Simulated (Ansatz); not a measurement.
Results of PBE-D3(BJ) (PAW; Ansatz, a program for electronic structure) for CsCl-type TiCo.

Settings: plane-wave cutoff 520 eV, 22×22×22 k mesh, Fermi–Dirac smearing 0.032 eV (set by the program), no spin polarisation, scalar-relativistic PAW data made under PBE.

Cell (relaxed at this level):

CoTi is modelled in the cubic space group Pm-3m (No. 221), the CsCl type structure, Pearson symbol cP2. Cell: a = 2.9338 Å, b = 2.9338 Å, c = 2.9338 Å, α = 90.00°, β = 90.00°, γ = 90.00°. Ti on 1a sees 8 Co at 2.541 Å and 6 Ti at 2.934 Å. Co on 1b has 8 Ti at 2.541 Å and 6 Co at 2.934 Å. (Neighbours: up to the widest gap in distance over summed covalent radii, below 1.35, at either atom.)

Problem. Predict the elastic constant C44, Poisson ratio, elastic constant C11, elastic constant C12 and Voigt–Reuss–Hill shear modulus (Hill average).

Solution. 
elastic constant C44: 66.5 GPa
Poisson ratio: 0.387
elastic constant C11: 233 GPa
elastic constant C12: 175 GPa
Voigt–Reuss–Hill shear modulus (Hill average): 47.6 GPa

Note: the dispersion coefficients are held fixed in the derivatives.

Elastic constants are with the ions relaxed.

Static lattice: no zero-point or thermal effects.

The result took very roughly 8 core-minutes.
